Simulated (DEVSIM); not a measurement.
System: Pt/La2O3/p-Si capacitor, at 300 K.

| layer (left to right) | material | thickness (nm) | Na (cm⁻³) |
|---|---|---|---|
| 1 | La2O3 | 15.0 | - |
| 2 | Si | 3100 | 3.4e16 |

Metal gate on the left, work function 5.6 eV. Fixed charge at the semiconductor interface 0 cm⁻² (in units of +e); no interface traps.

The device is made up for the run: typed textbook-type constants, with dimensions and the other settings drawn at random. Values at 300 K; Nc and Nv go as T^1.5, mobilities as T to minus their exponent, the gap by Varshni's rule with the affinity fixed.

```tsv
parameter	La2O3	Si
gap (eV)	5.8	1.124
affinity (eV)	1.8	4.05
permittivity	27	11.7
Nc (cm⁻³)	-	2.86e19
Nv (cm⁻³)	-	3.1e19
Varshni α (eV/K)	-	0.000473
Varshni β (K)	-	636
```

Simulated with DEVSIM: 1D Poisson equation in equilibrium, Boltzmann statistics, complete ionisation; no quantum confinement or tunnelling. Metal contacts follow the ideal Schottky-Mott rule: no Fermi-level pinning, no interface dipoles.

The temperature was swept, all else fixed.

```csv
temperature (K),threshold voltage (band bending 2φF) (V),flat-band voltage (V),minimum of the low-frequency capacitance (μF/cm²)
250,1.47,0.56,0.0608
300,1.43,0.60,0.0651
350,1.40,0.65,0.0707
400,1.35,0.70,0.0790
450,1.31,0.76,0.0883
500,1.27,0.81,0.108
```

From the first row to the last the threshold voltage (band bending 2φF) goes from 1.47 to 1.27. From the first row to the last the flat-band voltage goes from 0.56 to 0.81.
